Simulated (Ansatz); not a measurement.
# AlN: band gap against strain

AlN (wurtzite, P6_3mc, 10.211 Å³/atom at rest, c along z) under a strain ε along c (axis z), the other axes held. LDA in Ansatz, a plane-wave DFT program (PAW, default set), 420 eV, 12×12×7 Γ-centred mesh, Fermi-Dirac smearing 0.05 eV; ions are relaxed within the symmetry of each cell. Gaps are the smallest over the k-mesh and a band path, without spin-orbit coupling; in all rows the valence edge lies at Γ and the conduction edge at Γ.

Here s stands for strain and Eg for gap.

```csv
strain (%),gap (eV)
-3.00,?
-1.80,4.468
-1.20,4.454
-0.60,4.436
0.00,4.416
```

The 4 complete rows are fitted with a straight line, Eg against s. Means: s -0.90000, Eg 4.4435. About the means, the sum of products is -0.052200 and the sum of squares of s is 1.8000; the slope is their ratio. Least squares gives Eg = 4.4174 - 0.02900·s. Residuals (row less fit): -0.0016, 0.0018, 0.0012, -0.0014; standard error 0.0021 (degrees of freedom: 2). Over these rows the gap moves by -2.9 ± 0.2 eV per unit strain.

**Question.** What does the fit predict for Eg at s = -3.00, and how far is the calculated value from it?

**Answer.** Eg = 4.4174 - 0.02900 × (-3.0) = 4.5044 eV. The calculation gives 4.493 eV, 0.0114 eV below the prediction (14.8 % of the range of Eg in the table). The row lies outside the fitted rows, so this is an extrapolation. From the scatter of the fitted rows alone, a prediction at this place has a standard error of 0.0041 eV, so the miss is 2.8 times that.

One order more, fitted to all 6 runs of the series, follows each within 0.001, so the miss is the next term of a smooth law. Rows are the converged runs of the series near zero and its far end; series whose fitted rows scatter by over a few per cent of the range, as at a crossing or softening among them, aren't shown in this form. Most that stay on the fit to the last digits aren't either.
